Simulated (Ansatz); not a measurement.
La2Ti2O7 (model structure, started from the pyrochlore type, Fd-3m, No. 227, 22 atoms in the cell) was calculated with PBEsol+SOC in Ansatz (plane waves, PAW).

Numerical settings: plane-wave cutoff 520 eV, 6×6×6 k mesh, Fermi–Dirac smearing 0.01 eV, PAW data made under PBE.

Cell (relaxed with PBEsol):

```xyz
22
Lattice="0.0000 5.1828 5.1828 5.1828 0.0000 5.1828 5.1828 5.1828 0.0000" Properties=species:S:1:pos:R:3 pbc="T T T"
La     1.2957     1.2957     1.2957
La     3.8871     3.8871     1.2957
La     3.8871     1.2957     3.8871
La     1.2957     3.8871     3.8871
Ti     6.4784     6.4784     6.4784
Ti     3.8871     3.8871     6.4784
Ti     3.8871     6.4784     3.8871
Ti     6.4784     3.8871     3.8871
O      9.8258     7.7741     7.7741
O      5.7225     7.7741     7.7741
O      7.7741     9.8258     7.7741
O      7.7741     5.7225     7.7741
O      7.7741     7.7741     9.8258
O      7.7741     7.7741     5.7225
O      5.1828     7.2344     5.1828
O      5.1828     3.1311     5.1828
O      7.2344     5.1828     5.1828
O      3.1311     5.1828     5.1828
O      5.1828     5.1828     3.1311
O      5.1828     5.1828     7.2344
O      0.0000     0.0000     0.0000
O      2.5914     2.5914     2.5914
```

Task: Estimate the band gap that the calculation returns.

Result: 
band gap: 2.88 eV (on the SCF k mesh)

Note: the relaxation could raise the start's symmetry but not lower it, so the cell can be a saddle point.

Static lattice: no zero-point or thermal effects.

A model structure was made by putting elements into a prototype or built by hand; it is no filed structure, need not be a known phase, and can be a saddle point held by its symmetry.

Ansatz is an electronic-structure program.
